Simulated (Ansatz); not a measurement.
Levels about the gap of amorphous In9Ga9Zn9O35F2 (64 atoms in a cell of 844 Å³, 5.60 g/cm³; zone centre alone, so wide bands show as single levels with stretches between that a denser mesh fills), at the geometry that PBE relaxed, where it gives 0.1 GPa on a denser mesh. The participation number counts the atoms over which a state spreads; weights are charges in smoothed Voronoi cells. The levels come from a single point, so bond lengths are those of that geometry. Method of the levels: r2SCAN, scalar-relativistic without spin-orbit coupling (Ansatz, a program for electronic structure). Sampling: the zone centre alone; Fermi-Dirac width 0.02 eV; no spin polarisation.

The cell was made by melting and quenching with the CHGNet potential and then relaxed with DFT. O and F atoms were pushed apart under 1.9 Å during the dynamics, to hinder bonds among them. The hot cell started wider than the set density and was brought back towards it in steps. It is the lowest in DFT energy of 2 quenches. It is a model cell: composition and starting density were chosen by hand, and all elements were melted together. No dispersion term was used. Its density started from a set value of 5.84 and ended at 5.60 g/cm³. The quench (nominally 210 K/ps over its main leg) was far faster than any real one, so the model tends to hold more defects than a real film. A cell of this size samples the disorder only roughly. Volume and shape were free in the relaxation.

| E - E(highest filled), eV | filling | participation number | largest on | weight O | weight In | weight Zn | weight Ga |
|---|---|---|---|---|---|---|---|
| -0.28 | filled | 6.3 | O, 3 neighbours | 0.90 | 0.02 | 0.06 | 0.01 |
| -0.26 | filled | 15.2 | O, 3 neighbours | 0.85 | 0.02 | 0.11 | 0.02 |
| -0.22 | filled | 18.8 | O, 3 neighbours | 0.81 | 0.02 | 0.14 | 0.01 |
| -0.21 | filled | 13.2 | O, 3 neighbours | 0.86 | 0.03 | 0.09 | 0.01 |
| -0.10 | filled | 5.0 | O, 3 neighbours | 0.91 | 0.02 | 0.06 | 0.01 |
| -0.08 | filled | 11.6 | O, 4 neighbours | 0.77 | 0.02 | 0.19 | 0.01 |
| 0.00 | filled | 15.7 | O, 3 neighbours | 0.80 | 0.02 | 0.17 | 0.01 |
| 1.45 | empty | 55.8 | In, 5 neighbours | 0.47 | 0.24 | 0.15 | 0.11 |
| 3.95 | empty | 33.1 | In, 6 neighbours | 0.55 | 0.31 | 0.07 | 0.05 |
| 4.24 | empty | 30.7 | In, 6 neighbours | 0.55 | 0.24 | 0.10 | 0.09 |
| 4.34 | empty | 36.4 | In, 6 neighbours | 0.56 | 0.27 | 0.09 | 0.08 |
| 4.64 | empty | 39.6 | In, 5 neighbours | 0.56 | 0.21 | 0.15 | 0.06 |
| 4.84 | empty | 20.3 | In, 5 neighbours | 0.50 | 0.25 | 0.13 | 0.06 |
| 4.92 | empty | 27.1 | In, 5 neighbours | 0.53 | 0.25 | 0.11 | 0.08 |

Most localised among these is the filled level at -0.10 eV, on a O atom, which has 3 neighbours (In 2.09 Å, In 2.09 Å, In 2.24 Å).
